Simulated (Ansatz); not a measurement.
## Effective masses and thermopower of AlP (F-43m)

Data:

```
CELL_PARAMETERS angstrom
      0.00000     2.73525     2.73525
      2.73525     0.00000     2.73525
      2.73525     2.73525     0.00000
ATOMIC_POSITIONS crystal
  Al 0.00000 0.00000 0.00000
  P  0.75000 0.75000 0.75000
```

Level of theory: PBEsol with spin-orbit coupling, rigid bands (plane waves, PAW; Ansatz, an electronic-structure program). How the cell was made: cell and atoms relaxed with PBEsol.

```yaml
band_gap: 1.43 eV
electron conductivity mass (300 K, dilute): 0.33 mₑ
hole conductivity mass (300 K, dilute): 0.68 mₑ
effective density of states N_c (300 K): 1.7e19 cm⁻³
effective density of states N_v (300 K): 5.6e19 cm⁻³
density_of_states_mass_electrons: 0.78 mₑ
density_of_states_mass_holes: 1.70 mₑ
Seebeck coefficient, n-type 1e19 cm⁻³, 300 K: -262 μV/K
best n-type power factor at 300 K for τ = 10 fs (best axis; densities from 1e16 to 1e21 cm⁻³ tried, whether or not they can be reached): 7.8 μW/(cm·K²) at 1e20 cm⁻³
Seebeck coefficient, p-type 1e19 cm⁻³, 300 K: 399 μV/K
best p-type power factor at 300 K for τ = 10 fs (best axis; densities from 1e16 to 1e21 cm⁻³ tried, whether or not they can be reached): 23 μW/(cm·K²) at 3e20 cm⁻³
```

Rigid bands; masses and Seebeck coefficients take one relaxation time τ for all states and one kind of carrier; polarons and phonon drag are left out.
